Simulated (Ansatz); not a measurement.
## SrMgF₄ (Cmc2₁, No. 36, 12 atoms in the cell; start COD 7218677)

Method: LDA in Ansatz (PAW).

Numerical settings: plane-wave cutoff 520 eV, 10×10×6 k mesh (along the axes of the cell as run), Fermi–Dirac smearing 0.01 eV, scalar-relativistic PAW data made under PBE.

Cell (measured lattice):

```xyz
12
Lattice="1.9685 -7.2440 0.0000 1.9685 7.2440 0.0000 0.0000 0.0000 5.6380" Properties=species:S:1:pos:R:3 pbc="T T T"
Sr     1.9685     2.2920     3.0795
Sr     1.9685    -2.2920     0.2605
Mg     1.9685    -6.0343     0.5345
Mg     1.9685     6.0343     3.3535
F      1.9685     1.2213     0.6371
F      1.9685    -1.2213     3.4561
F      1.9685    -4.3450     1.6175
F      1.9685     4.3450     4.4365
F      1.9685     6.7702     5.2383
F      1.9685    -6.7702     2.4193
F      1.9685    -4.9230     4.5837
F      1.9685     4.9230     1.7647
```

```
Quantity                                       Value
-------------------------------------------  -------
band gap                                     6.54 eV
smallest direct gap on the k points sampled  6.65 eV
```

Note: the file's cell can be that of a phase stable at another temperature; cell and atoms aren't relaxed at this level (largest force component 0.25 eV/Å, pressure -4.9 GPa).

Spin–orbit coupling is not included.

Computed values are for the static lattice.

It cost around 6 core-minutes (rough) of CPU time.

Ansatz is a quantum-chemistry and plane-wave program.
